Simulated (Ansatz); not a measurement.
# Worked example: self-consistent single point of Sc₂Al (P6_3/mmc, 6 atoms in the cell) in Ansatz

Method of the run: PBEsol, default PAW files made with PBE (plane waves; Ansatz, an electronic-structure program).

Input:

Ansatz 0.2 input:
```yaml
# Sc2Al
crystal:
  lattice:
    - [4.892610, 0.000000, 0.000000]
    - [-2.446305, 4.237125, 0.000000]
    - [0.000000, 0.000000, 6.161420]
  atoms:
    - { symbol: Sc, position: [0.000000, 0.000000, 0.000000] }
    - { symbol: Sc, position: [0.000000, 0.000000, 0.500000] }
    - { symbol: Sc, position: [0.333333, 0.666667, 0.750000] }
    - { symbol: Sc, position: [0.666667, 0.333333, 0.250000] }
    - { symbol: Al, position: [0.333333, 0.666667, 0.250000] }
    - { symbol: Al, position: [0.666667, 0.333333, 0.750000] }
kpoints:
  mp_grid: { grid: [6, 6, 5] }
hamiltonian:
  xc: pbesol
  pseudopotentials: { kind: paw }
scf:
  occupations: { method: cold, width: 0.1 }
output:
  forces: true
  eigenvalues: true
  stress: true
```

Log, with long lists cut:

```
WARN the atoms were moved onto the symmetric positions of the space group found under crystal.symmetry.tolerance 1.0e-5 (fractional …
WARN basis.ecutwfc = 420 eV, the default
WARN ansatz: RAYON_NUM_THREADS=1 ignored (pool sized by the plan → 1); use --threads N
Pseudopotentials: kind: paw
Pseudopotential: Sc, paw, valence charge 11
Pseudopotential: Al, paw, valence charge 3
Crystal: 6 atoms, lattice volume = 127.730 Å³
Basis set: ecut = 420 eV, 2463 PW (Γ), exchange–correlation on 72×72×90 points (8 copies of the dense FFT grid, shifted against one another)
Bands: 31, of which v1, the nominal top of the filled ones, is band 25 counted from 1 (24 counted from 0)
Symmetry: 24 space group operations
Space group: P63/mmc (ITA 194), of the structure as read, at distance tolerance 5.0e-5 Å
k-points: 21 of 180
PAW frozen core: Sc, regenerated for the run's functional, and the local potential with it
PAW frozen core: Al, regenerated for the run's functional, and the local potential with it
Initial density: superposition of atomic densities (neutral atoms: chi_scale 0, normalization atom), corrected by the library's trained network
Initial wavefunctions: pseudopotential atomic-orbital guess
Eigensolver: davidson
Functional: x = pbesol(κ = 0.804, μ = 0.12345679012345678), c = pbesol(β = 0.046)
SCF iter   1: F=—  HF=-9496.684444 eV  |F-HF|=—  |Δ(HF+E_count)|=         —  Δρ=5.03e-3  dr2=4.14e-2  ethr=1.77e-3  ⟨swp⟩=5.9  Hψ=2797  notcnv=0
all-band conjugate gradients solve this SCF's bands
preconditioner: auto → Kerker (q_TF=auto, 2.333 Å⁻¹)
SCF iter   2: F=—  HF=-9496.673734 eV  |F-HF|=—  |Δ(HF+E_count)|=   1.07e-2  S|Δr|=    0.00e0  Δρ=2.07e-3  dr2=6.89e-3  ethr=8.28e-5  ⟨swp⟩=2.1  Hψ=1083  notcnv=0  defer=6
SCF iter   3: F=—  HF=-9496.672033 eV  |F-HF|=—  |Δ(HF+E_count)|=   1.70e-3  S|Δr|=    0.00e0  Δρ=4.97e-4  dr2=2.65e-4  ethr=1.38e-5  ⟨swp⟩=2.3  Hψ=950  notcnv=0  defer=6
SCF iter   4: F=—  HF=-9496.672023 eV  |F-HF|=—  |Δ(HF+E_count)|=   1.06e-5  S|Δr|=    0.00e0  Δρ=9.18e-5  dr2=1.57e-5  ethr=5.31e-7  ⟨swp⟩=2.0  Hψ=832  notcnv=0  defer=6
SCF iter   5: F=—  HF=-9496.672034 eV  |F-HF|=—  |Δ(HF+E_count)|=   1.16e-5  S|Δr|=    0.00e0  Δρ=1.81e-5  dr2=6.06e-7  ethr=3.14e-8  ⟨swp⟩=2.0  Hψ=828  notcnv=0  defer=6
SCF iter   6: F=-9496.672034 eV  HF=-9496.672034 eV  |F-HF|=1.78e-8  |Δ(HF+E_count)|=   1.49e-7  S|Δr|=    0.00e0  Δρ=5.25e-6  dr2=3.00e-8  ethr=2.00e-10  ⟨swp⟩=7.0  Hψ=2471  notcnv=0
SCF 1 converged in 6 iterations: F = -9496.672034 eV  dr2 = 3.00e-8
SCF converged after 6 iterations
Stability not checked (fill_not_monotonic)
Free energy (F): -9496.672034 eV
Harris-Foulkes:  -9496.672034 eV  (|F-HF|=1.78e-8)
Internal energy: -9496.665745 eV  (E = F + TS)
E sigma→0 (E₀):  -9496.669938 eV
Entropy (-TS):   -0.006289 eV (-1.048 meV/atom)
Fermi energy:    9.020705 eV
--- Per-component energies (eV) ---
  E_band       = -655.184819
  E_kinetic    = 1086.818342
  E_local      = -3622.913199  (includes V_loc(G=0)·N_el)
  E_nonlocal   = 357.158600
  E_hartree    = 1283.106494
  E_xc         = -491.359050
  E_vxc        = -571.437099  (∫ρ·V_xc dr)
  E_paw        = -4637.773579  (= ΣΔE_a)
  E_vpaw       = -471.024502  (= ΣTr[D̂ρ^β])
  E_aug_tail   = 0.000036  (compensation charges beyond the density's cutoff)
  E_ewald      = -3472.257766
  E_core_change = 0.554378  (= ΣΔE_core)
  E_smearing   = -0.006289  (= −TS)
  E_closure    = -0.000000  (closes the sum)
  Σ components = -9496.672034   (vs F -9496.672034, Δ=0.00e0)
--- Forces (eV/Å), atoms counted from 1 ---
  atom   1  Sc     0.00000000     0.00000000     0.00000000
   [... zero for the other atoms too ...]
  max |Σ_I F_I| component: 3.47e-18 eV/Å
--- Stress (GPa, compression-positive) ---
       -1.980590      -0.000000      -0.000000
       -0.000000      -1.980590       0.000000
       -0.000000       0.000000      -2.147542
  P = ⅓ Tr σ = -2.0362 GPa (-20.362 kbar)
  The stress holds the Pulay correction. Without it, at fixed plane waves, as pw.x and ABINIT print it: P = -2.0594 GPa
--- Band table (eV; the first three rows and the last of 21) ---
  k-point 0: bands = ["-40.2840", "-40.2289", "-40.1927", "-40.1800", "-19.1373", "-19.1003", "-19.1003", "-18.9670", "-18.9670", "-18.9636", "-18.9636", "-18.9127", "-18.9065", "-18.8620", "-18.8620", "-18.7524", "1.9291", "4.6854", "6.3006", [...]
  k-point 1: bands = ["-40.2794", "-40.2358", "-40.1900", "-40.1805", "-19.1046", "-19.0927", "-19.0927", "-19.0029", "-19.0029", "-18.9308", "-18.9308", "-18.9124", "-18.9089", "-18.8665", "-18.8665", "-18.7848", "2.0973", "4.1728", "6.7666", [...]
  k-point 2: bands = ["-40.2672", "-40.2509", "-40.1854", "-40.1822", "-19.0713", "-19.0713", "-19.0398", "-19.0398", "-19.0215", "-18.9405", "-18.9019", "-18.9019", "-18.8958", "-18.8801", "-18.8801", "-18.8560", "2.5824", "3.3214", "7.4563", [...]
  k-point 20: bands = ["-40.2552", "-40.2428", "-40.1937", "-40.1937", "-19.1129", "-19.1129", "-19.0892", "-19.0114", "-18.9950", "-18.9950", "-18.9107", "-18.9107", "-18.8822", "-18.8526", "-18.8224", "-18.8224", "4.3066", "4.3066", "6.1894", [...]
```

The run converged in 6 iterations.

The starting cell comes from a database of computed structures (which also holds hypothetical and non-ambient phases and stackings), without a prior relaxation at this level. Ansatz's pressure includes its estimate of the finite-basis (Pulay) stress.
